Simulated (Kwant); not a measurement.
Device: Aharonov-Bohm ring in a GaAs two-dimensional gas. Effective mass 0.067 mₑ, grid spacing 8.3 nm, hard walls, nominal width 100 nm (13 grid rows, so walls 116.2 nm apart), one parabolic valley, scattering region 640 nm long along x; energies count from the band bottom; Fermi energy 0.0027 eV. Ring of mean radius 170 nm, arms as wide as the leads. Perpendicular field swept from 0 to 0.18 T, none in the leads; orbital effect alone.

Constants are typed, rounded textbook-type inputs, not results; the design itself was drawn at random and stands for no fabricated device.

Model: effective-mass tight-binding model on a square grid, one spin, coherent transport at 0 K (Kwant). Conductance is in e²/h.

Density of the scattering states that come in from the left lead, at field = 0.091011 T, in bins, relative to the largest site value (x marks bins outside the device):

```
|xxxxxxxxxxxxxxx  .-++=-+=-.  xxxxxxxxxxxxxxx|
|xxxxxxxxxxxxx  :--+@@++%%+-:.  xxxxxxxxxxxxx|
|xxxxxxxxxxx   .:-:...  ::.:-:..  xxxxxxxxxxx|
|xxxxxxxxxx      -++-::::-+*-   .. xxxxxxxxxx|
|xxxxxxxxx :- .=*##+-....-+##*=..-- xxxxxxxxx|
|xxxxxxxx :++.-%@+:. xxxx .:=@%-.=*- xxxxxxxx|
|xxxxxxxx:+=:-++- xxxxxxxxxx -+*-:-+.xxxxxxxx|
|xxxxxxx +@= =+: xxxxxxxxxxxx :+= :%+ xxxxxxx|
|.. ....-@@- :: xxxxxxxxxxxxxx :-.:@%-.  ....|
|==--==-=+- .:.xxxxxxxxxxxxxxxx ::.-+=-------|
|-=::==-=+:.:- xxxxxxxxxxxxxxxx :-:-===------|
|-=::---=+:.-- xxxxxxxxxxxxxxxx :-:-==-::::::|
|++==**-::.:==.xxxxxxxxxxxxxxxx.=+=..-=+=====|
|:...::. .:-++: xxxxxxxxxxxxxx :**=:  .::....|
|xxxxxxx  ..:*+. xxxxxxxxxxxx .+*-.   xxxxxxx|
|xxxxxxxx ..:**=. xxxxxxxxxx .=#*-.. xxxxxxxx|
|xxxxxxxx .:::::-:.  xxxx  ..:::::-. xxxxxxxx|
|xxxxxxxxx .-=-::---::..::---..-+=: xxxxxxxxx|
|xxxxxxxxxx :##=..:-+*++*+-:..=%%=.xxxxxxxxxx|
|xxxxxxxxxxx :+***-.:=--=:.-***+- xxxxxxxxxxx|
|xxxxxxxxxxxxx .=#=:::. ...=#=. xxxxxxxxxxxxx|
|xxxxxxxxxxxxxxx .....     .. xxxxxxxxxxxxxxx|
```
Scale: ten equal steps from 0.006 (start of ' ') to 0.773 (end of '@'), in the order ' .:-=+*#%@'; x runs from -308 to 308, y from -206 (bottom) to 206 (top).

The conductance there is 1.85 e²/h with 2 open channel(s) in the leads.
